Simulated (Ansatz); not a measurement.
TiTe2 (model structure, started from the CdI2 type, P-3m1, No. 164, 3 atoms in the cell) was calculated with r²SCAN (plane waves, PAW; Ansatz, a quantum-chemistry and plane-wave program).

Input file:

Ansatz 0.2 input:
```yaml
crystal:
  lattice:
    - [3.7763064413, 0.0000002795, 0.0]
    - [-1.8881534627, 3.2703771708, 0.0]
    - [0.0, 0.0, 6.8525360072]
  atoms:
    - { symbol: Ti, position: [0.0, 0.0, 0.0] }
    - { symbol: Te, position: [0.3333333333, 0.6666666667, 0.2462229225] }
    - { symbol: Te, position: [0.6666666667, 0.3333333333, 0.7537770775] }
basis:
  ecutwfc: 560
  ecutrho_ratio: 4
  xc_grid: 3
kpoints:
  mp_grid: { grid: [18, 18, 10] }
hamiltonian:
  xc: r2scan
  dispersion: none
  pseudopotentials: { azcp: { folder: ./paw }, kind: paw }
scf:
  occupations: { method: fermi_dirac, width: 0.05 }
output:
  forces: true
  stress: true
  eigenvalues: true
relax:
  f_tol: 0.004
  escape_saddle: false
  max_steps: 80
  cell: { stress_tol: 0.02, fix: [volume] }
```

Output (set-up and result lines):

```
Relaxation: its limit of steps is 80 (relax.max_steps)
Crystal: 3 atoms, lattice volume = 84.628 Å³
Basis set: ecut = 560 eV, 2601 PW (Γ), exchange–correlation on 90×90×162 points (27 copies of the dense FFT grid, shifted against one another)
Bands: 27, of which v1, the nominal top of the filled ones, is band 22 counted from 1 (21 counted from 0)
Symmetry: 12 space group operations
Space group: P-3m1 (ITA 164), of the structure as read, at distance tolerance 4.4e-5 Å
k-points: 330 of 3240
Initial density: superposition of atomic densities (chi_scale 0.1, normalization cell, long waves kept (reshape's long-wave potential 0.07 eV rms))
Functional: x = r2scan, c = r2scan; τ floored in thin density (d = 2e-4 eV/Å³)
SCF iter   1: F=—  HF=-16498.313752 eV  |F-HF|=—  |Δ(HF+E_count)|=         —  Δρ=8.89e-2  dr2=2.20e1  dr2_τ=2.58e-1
SCF iter   2: F=—  HF=-16497.056088 eV  |F-HF|=—  |Δ(HF+E_count)|=    1.26e0  Δρ=4.49e-2  dr2=4.29e0  dr2_τ=3.94e-1
  ...
SCF 1 converged in 9 iterations: F = -16496.676505 eV  dr2 = 4.19e-9
Crystal: 3 atoms, lattice volume = 84.628 Å³
Basis set: ecut = 560 eV, 2589 PW (Γ), exchange–correlation on 90×90×162 points (27 copies of the dense FFT grid, shifted against one another)
Initial density: handed on by an earlier stage of this run
SCF 2 converged in 7 iterations: F = -16496.667185 eV  dr2 = 8.50e-9
Crystal: 3 atoms, lattice volume = 84.628 Å³
Basis set: ecut = 560 eV, 2577 PW (Γ), exchange–correlation on 90×90×162 points (27 copies of the dense FFT grid, shifted against one another)
SCF 3 converged in 9 iterations: F = -16496.681400 eV  dr2 = 4.32e-12
Crystal: 3 atoms, lattice volume = 84.628 Å³
SCF 4 converged in 5 iterations: F = -16496.681478 eV  dr2 = 6.64e-9
Crystal: 3 atoms, lattice volume = 84.628 Å³
SCF 5 converged in 5 iterations: F = -16496.681490 eV  dr2 = 1.43e-9
Crystal: 3 atoms, lattice volume = 84.628 Å³
SCF iter   5: F=—  HF=-16496.681496 eV  |F-HF|=—  |Δ(HF+E_count)|=  2.18e-11  Δρ=9.40e-8  dr2=7.47e-12  dr2_τ=8.40e-13
SCF iter   6: F=-16496.681496 eV  HF=-16496.681496 eV  |F-HF|=7.28e-12  |Δ(HF+E_count)|=    0.00e0  Δρ=2.37e-8  dr2=3.94e-13  dr2_τ=6.00e-14
SCF 6 converged in 6 iterations: F = -16496.681496 eV  dr2 = 3.94e-13
SCF converged after 6 iterations
Free energy (F): -16496.681496 eV
Internal energy: -16496.671555 eV  (E = F + TS)
E sigma→0 (E₀):  -16496.676526 eV
Fermi energy:    9.427033 eV
--- Forces (eV/Å), atoms counted from 1 ---
  atom   1  Ti     0.00000000     0.00000000     0.00000000
  atom   2  Te     0.00000000     0.00000000     0.00003348
  atom   3  Te     0.00000000    -0.00000000    -0.00003348
--- Stress (GPa, compression-positive) ---
        0.350708       0.000000      -0.000000
       -0.000000       0.350708       0.000000
       -0.000000       0.000000       0.344669
  P = ⅓ Tr σ = 0.3487 GPa (3.487 kbar)
```

The cell is one volume of an energy–volume scan, off the minimum.

The PAW data were made under PBE.

Note: the cell has widely spaced layers and the level no dispersion term, so their spacing and the moduli can rest on weak binding.

Cost on a shared machine: very roughly 7 core-minutes.

A model structure was made by putting elements into a prototype or built by hand; here it ended with the formula and space group of a phase in our tables.
